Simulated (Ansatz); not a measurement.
**What uniaxial strain ε_zz = −1.80 % does to SiO2**

Start from SiO₂ in the rutile structure (space group P4_2/mnm, No. 136; a = 4.236 Å, c = 2.690 Å). Axes: x, y, z lie along a, b, c of the conventional cell.

The change: uniaxial strain ε_zz = −1.80 %, all other strain components held at zero, atoms relaxed at fixed cell.

All numbers come from PBE (Ansatz, a first-principles code), spin-orbit coupling left out. k-mesh 8×8×12 (Γ-centred); smearing 0.05 eV (Fermi–Dirac).

The energy grows by 5.8 meV/atom and the pressure (mean of the normal stresses, compression positive) goes up by 66.26 kbar, from 0.1 kbar to 66.3 kbar. The band gap grows by 0.38 eV to 5.42 eV and the gap character stays direct at Γ. The width of the top valence band rises by 0.06 eV to 2.62 eV and the electron mass becomes 0.39 mₑ along z, 0.47 mₑ across (at Γ) (base: 0.36 mₑ along c, 0.45 mₑ across (at Γ)). The hole mass becomes 2.1 mₑ along z, 1.1 mₑ across (at Γ) (base: 1.9 mₑ along c, 1.1 mₑ across (at Γ)) and the valence-band top at Γ (three highest levels, from the VBM) changes from 0.00, -0.85, -0.85 eV to 0.00, -0.88, -0.88 eV. The stress (xx, yy, zz, yz, xz, xy; compression positive) amounts to (3.32, 3.32, 13.25, 0.00, 0.00, 0.00) GPa.

Final structure:

```yaml
crystal:
  lattice:
    - [4.23608, 0.00000, 0.00000]
    - [0.00000, 4.23608, 0.00000]
    - [0.00000, 0.00000, 2.64202]
  atoms:
    - { symbol: Si, position: [0.00000, 0.00000, 0.00000] }
    - { symbol: Si, position: [0.50000, 0.50000, 0.50000] }
    - { symbol: O, position: [0.30697, 0.30697, 0.00000] }
    - { symbol: O, position: [0.80697, 0.19303, 0.50000] }
    - { symbol: O, position: [0.19303, 0.80697, 0.50000] }
    - { symbol: O, position: [0.69303, 0.69303, 0.00000] }
```

Cost of the whole job for the changed cell (relaxation, final SCF and bands): about 30 core-seconds (a rough figure).

Masses are band curvatures over ±0.01 Å⁻¹ around the edge. Stability against distortions was not tested.
